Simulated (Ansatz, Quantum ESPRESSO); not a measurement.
# One structure in several programs: HfO2 (Fm-3m, 3 atoms in the cell)

Relaxation of cell and atoms.

```yaml
crystal:
  lattice:
    - [0.00000, 2.47255, 2.47255]
    - [2.47255, 0.00000, 2.47255]
    - [2.47255, 2.47255, 0.00000]
  atoms:
    - { symbol: Hf, position: [0.00000, 0.00000, 0.00000] }
    - { symbol: O, position: [0.75000, 0.75000, 0.75000] }
    - { symbol: O, position: [0.25000, 0.25000, 0.25000] }
```

Shared settings, as Ansatz (an electronic-structure program) writes them: kpoints.mp_grid.grid = 12 12 12; scf.occupations.method = fixed. Potentials and cutoffs stand in the table.

```csv
code,model,final volume (Å³/atom),gap on the mesh (eV),cutoff
Quantum ESPRESSO,"PBE, PseudoDojo standard norm-conserving (PBE) pseudopotentials",10.92,3.823,85 Ry
Ansatz,"PBE, PAW files",11.04,3.747,default
```

Gaps are read on the mesh.

On Ansatz's run: spin-orbit coupling is off.

The spread over the programs that give each value: final volume within 0.12 Å³/atom; gap on the mesh within 0.076 eV.

The programs treat the finite-basis stress differently while the cell relaxes: Ansatz adds an estimate of it.

The starting cell comes from a database of computed structures (which also holds hypothetical and non-ambient phases and stackings), without a prior relaxation at this level. Its lattice was rescaled by a random factor within 2.5 % of one.

Left out of this page: GPAW (not drawn, or without a comparable value).

Keys are those of Ansatz 0.2.
